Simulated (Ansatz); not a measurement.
Given:

A slab with vacuum along the third vector:

```yaml
crystal:
  lattice:
    - [5.40329, 0.00000, 0.00000]
    - [0.00000, 5.40329, 0.00000]
    - [0.00000, 0.00000, 28.50000]
  atoms:
    - { symbol: S, position: [0.12488, 0.87454, 0.28935] }
    - { symbol: S, position: [0.37512, 0.37454, 0.28935] }
    - { symbol: Fe, position: [0.00944, 0.51227, 0.31416] }
    - { symbol: Fe, position: [0.49056, 0.01227, 0.31416] }
    - { symbol: S, position: [0.61872, 0.62367, 0.33020] }
    - { symbol: S, position: [0.88128, 0.12367, 0.33020] }
    - { symbol: S, position: [0.11825, 0.61886, 0.38318] }
    - { symbol: S, position: [0.38175, 0.11886, 0.38318] }
    - { symbol: Fe, position: [0.00010, 0.99970, 0.40508] }
    - { symbol: Fe, position: [0.49990, 0.49970, 0.40508] }
    - { symbol: S, position: [0.61814, 0.88207, 0.42764] }
    - { symbol: S, position: [0.88186, 0.38207, 0.42764] }
    - { symbol: S, position: [0.11704, 0.88266, 0.47759] }
    - { symbol: S, position: [0.38296, 0.38266, 0.47759] }
    - { symbol: Fe, position: [0.00000, 0.50000, 0.50000] }
    - { symbol: Fe, position: [0.50000, 0.00000, 0.50000] }
    - { symbol: S, position: [0.61704, 0.61734, 0.52241] }
    - { symbol: S, position: [0.88296, 0.11734, 0.52241] }
    - { symbol: S, position: [0.11814, 0.61793, 0.57236] }
    - { symbol: S, position: [0.38186, 0.11793, 0.57236] }
    - { symbol: Fe, position: [0.99990, 0.00030, 0.59492] }
    - { symbol: Fe, position: [0.50010, 0.50030, 0.59492] }
    - { symbol: S, position: [0.61825, 0.88114, 0.61682] }
    - { symbol: S, position: [0.88175, 0.38114, 0.61682] }
    - { symbol: S, position: [0.11872, 0.87633, 0.66980] }
    - { symbol: S, position: [0.38128, 0.37633, 0.66980] }
    - { symbol: Fe, position: [0.99056, 0.48773, 0.68584] }
    - { symbol: Fe, position: [0.50944, 0.98773, 0.68584] }
    - { symbol: S, position: [0.62488, 0.62546, 0.71065] }
    - { symbol: S, position: [0.87512, 0.12546, 0.71065] }
```

Slab: 30 atoms, Fe10S20, 12.1 Å thick at the start; k 3x3x1, smearing 0.025 eV, dipole-corrected; single point; on the structure that PBE left under its start's symmetry; no spin (magnetic order not tried), no spin-orbit, no U.

### Question
Give the surface energy (mean of both faces) at the level HSE06, at the PBE geometry (Ansatz, an electronic-structure program).

### Answer
1.11 J/m²
